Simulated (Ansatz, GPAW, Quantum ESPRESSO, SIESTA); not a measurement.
GaSb₃ (Fm-3m, 4 atoms in the cell) computed with different codes at matched settings

Self-consistent single point.

```xyz
4
Lattice="0.0000 3.7306 3.7306 3.7306 0.0000 3.7306 3.7306 3.7306 0.0000" Properties=species:S:1:pos:R:3 pbc="T T T"
Ga     0.0000     0.0000     0.0000
Sb     1.8653     1.8653     1.8653
Sb     5.5959     5.5959     5.5959
Sb     3.7306     3.7306     3.7306
```

Shared settings, as Ansatz (a quantum-chemistry and plane-wave program) writes them: kpoints.mp_grid.grid = 4 4 4; scf.occupations.method = gaussian; scf.occupations.width = 0.136 eV. Potentials and cutoffs stand in the table.

```tsv
code	model	pressure (GPa)	cutoff
SIESTA	GGA PBEsol, numerical atomic orbitals TZP, PseudoDojo PBEsol standard norm-conserving potentials (rewritten from UPF to PSML)	-4.63	grid 400 Ry
Ansatz	PBEsol, PAW files made with PBE	-5.20	default
Quantum ESPRESSO	PBEsol, PseudoDojo standard norm-conserving (PBESOL) pseudopotentials	-5.32	80 Ry
GPAW	PBEsol, GPAW PAW datasets PBEsol (made by gpaw-setup)	-5.53	600 eV
```

No clean gap comes from SIESTA, Ansatz, Quantum ESPRESSO and GPAW: levels at the Fermi energy touch, overlap or are partly filled at this smearing.

On Ansatz's run: spin-orbit coupling is off.

The spread over the programs that give each value: pressure within 0.90 GPa.

SIESTA uses small atom-centred bases, whose incompleteness enters pressures, forces and empty levels differently from a plane-wave cutoff. Ansatz's pressure is given at a fixed set of plane waves, as the other plane-wave codes print theirs.

On the base mesh (9 9 9) the same programs gave: Ansatz pressure -3.00 GPa; Quantum ESPRESSO pressure -3.12 GPa; GPAW pressure -3.31 GPa; SIESTA pressure -2.48 GPa.

The values differ from the base mesh's, so the mesh still matters here: the table compares the programs at equal settings.

The starting cell comes from a database of computed structures (which also holds hypothetical and non-ambient phases and stackings), without a prior relaxation at this level.

Left out of this page: CP2K (on another mesh); Elk (not drawn, or without a comparable value).

Keys are those of Ansatz 0.2.
